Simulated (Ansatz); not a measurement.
InGaAs₂ (P-4m2, No. 115, 4 atoms in the cell; start mp-1223781) was calculated with r²SCAN+SOC in Ansatz (plane waves, PAW).

Settings: plane-wave cutoff 560 eV, 14×14×10 k mesh (along the axes of the cell as run), Fermi–Dirac smearing 0.05 eV, PAW data made under PBE.

Cell (relaxed with PBEsol):

```yaml
crystal:
  lattice:
    - [4.14312, 0.00000, 0.00000]
    - [0.00000, 4.14312, 0.00000]
    - [0.00000, 0.00000, 5.90539]
  atoms:
    - { symbol: In, position: [0.00000, 0.00000, 0.50000] }
    - { symbol: Ga, position: [0.50000, 0.50000, 0.00000] }
    - { symbol: As, position: [0.50000, 0.00000, 0.76972] }
    - { symbol: As, position: [0.00000, 0.50000, 0.23028] }
```

Estimate the band gap that the calculation returns.


band gap: 0.24 eV (on the SCF k mesh)

Note: cell and atoms aren't relaxed at this level (pressure 0.4 GPa).

Computed values are for the static lattice.

The result took around 14 core-minutes (rough).

A start named mp-… is a Materials Project structure, which need not be a measured phase.

Ansatz is a program for electronic structure.
